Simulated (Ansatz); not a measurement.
## A computed series for Hf: response to strain

Start from Hf in the hcp (Mg type) structure (space group P6_3/mmc, No. 194; a = 3.1983 Å, c = 5.0488 Å; relaxed with 0.1 eV smearing). Axes: x lies along a and z along c of the hexagonal cell.

Strains are applied to the cell and any free atomic positions relax.

All numbers come from Ansatz (a program for electronic structure), r2SCAN, PAW, cutoff 500 eV, no spin-orbit coupling.

Notes on the quantities. energy relative to the base: free energy F; pressure: mean of the normal stresses, compression positive.

```tsv
variant	energy relative to the base	pressure	volume per atom
base	0 meV/atom	0.0 GPa	22.36 Å³
uniaxial strain ε_zz = −3.00 %	(withheld)	3.6 GPa	21.69 Å³
uniaxial strain ε_zz = −2.50 %	(withheld)	3.0 GPa	21.80 Å³
uniaxial strain ε_zz = −2.00 %	+5.9 meV/atom	2.3 GPa	21.92 Å³
uniaxial strain ε_zz = −1.50 %	+3.3 meV/atom	1.7 GPa	22.03 Å³
uniaxial strain ε_zz = −1.00 %	+1.4 meV/atom	1.1 GPa	22.14 Å³
uniaxial strain ε_zz = −0.50 %	+0.4 meV/atom	0.6 GPa	22.25 Å³
```

Problem. What belongs in the blanks?

Solution. 
- uniaxial strain ε_zz = −3.00 %, energy relative to the base: +13 meV/atom
- uniaxial strain ε_zz = −2.50 %, energy relative to the base: +9.3 meV/atom

Whether these cells are dynamically stable was not tested. All final runs are without spin polarisation.
